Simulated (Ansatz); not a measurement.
Abridged Ansatz (an electronic-structure program) output:

```
Relaxation: its limit of steps is 50 (relax.max_steps)
Pseudopotential: Ga, paw, valence charge 13
Pseudopotential: As, paw, valence charge 15
Crystal: 2 atoms, lattice volume = 44.190 Å³
Basis set: ecut = 420 eV, 885 PW (Γ), exchange–correlation on 54×54×54 points (8 copies of the dense FFT grid, shifted against one another)
Bands: 18, of which v1, the nominal top of the filled ones, is band 14 counted from 1 (13 counted from 0)
Symmetry: 8 space group operations
k-points: 102 of 1000 (time reversal used)
Functional: x = slater, c = lda
SCF iter   1: F=—  HF=-8481.299330 eV  |F-HF|=—  |Δ(HF+E_count)|=         —  Δρ=5.16e-3  dr2=7.68e-3  ethr=1.77e-3  ⟨swp⟩=5.9  Hψ=8865  notcnv=0
SCF iter   2: F=—  HF=-8481.296313 eV  |F-HF|=—  |Δ(HF+E_count)|=   3.02e-3  Δρ=2.57e-3  dr2=1.09e-3  ethr=2.74e-5  ⟨swp⟩=2.7  Hψ=4086  notcnv=0
SCF 1 converged in 7 iterations: F = -8481.296152 eV  dr2 = 5.64e-11
relax step   1: F+E_penalty+E_count = -8481.29615190 eV  Δ(F+E_penalty+E_count) = +0.000e0 eV  max|allowed force component| = 7.459e-17 eV/Å  Δτ_max = 0.0000 Å  (7 SCF iters, accepted)
SCF converged after 7 iterations
Free energy (F): -8481.296152 eV
Internal energy: -8481.296126 eV  (E = F + TS)
E sigma→0 (E₀):  -8481.296139 eV
Entropy (-TS):   -0.000026 eV (-0.013 meV/atom)
Fermi energy:    8.434110 eV
--- Forces (eV/Å), atoms counted from 1 ---
  atom   1  Ga     0.00000000     0.00000000    -0.00000000
  atom   2  As    -0.00000000    -0.00000000    -0.00000000
--- Stress (GPa, compression-positive) ---
       -0.250795      -0.000000       0.000000
        0.000000      -0.250795       0.000000
        0.000000       0.000000      -0.572381
  P = ⅓ Tr σ = -0.3580 GPa (-3.580 kbar)
--- Relaxed structure (1 steps of the walk, 1 accepted, 0 SCFs on fresh bases) ---
  atoms:
    - { symbol: Ga, position: [0.0, 0.0, 0.0] }
    - { symbol: As, position: [0.25, 0.25, 0.25] }
```

**Question.** What was computed, and what are the main results?

**Answer.** GaAs, 2 atoms in the cell, with Ansatz LDA, no spin-orbit coupling. The last SCF converged to F = -8481.296152 eV, or -4240.6481 eV per atom, at a pressure of -0.36 GPa. The total energy compares only with runs of the same code, potentials and settings.

The cells carry an imposed strain or load. Stability against distortions was not tested. The cell was made from GaAs in the zinc blende structure (space group F-43m, No. 216) by this change: uniaxial strain ε_zz = +0.50 %.

Keys are those of Ansatz 0.2.
